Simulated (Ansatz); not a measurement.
Take ScAl3 in the Cu3Au type structure (space group Pm-3m, No. 221; a = 4.086 Å) as the base.

Computed with r2SCAN/PAW in Ansatz (a quantum-chemistry and plane-wave program), no spin-orbit coupling.

One change was made to it. Results:

| quantity | base | after |
|---|---|---|
| band gap | zero | zero |
| volume per atom | 17.05 Å³ | 9.16 Å³ |

Problem. What was done to the base?
A) Al → B
B) Sc → K
C) Sc → Y

Solution. A, Al → B. For comparison, the volume per atom in the other runs: Sc → K gives 22.88 Å³; Sc → Y gives 19.10 Å³.

Stability against distortions was not tested. As relaxed here, ScB3 and KAl3 are hypothetical phases, not in the database extracts checked. For YAl3 in this form, whether it has been made was not checked. The final runs are not spin-polarised.
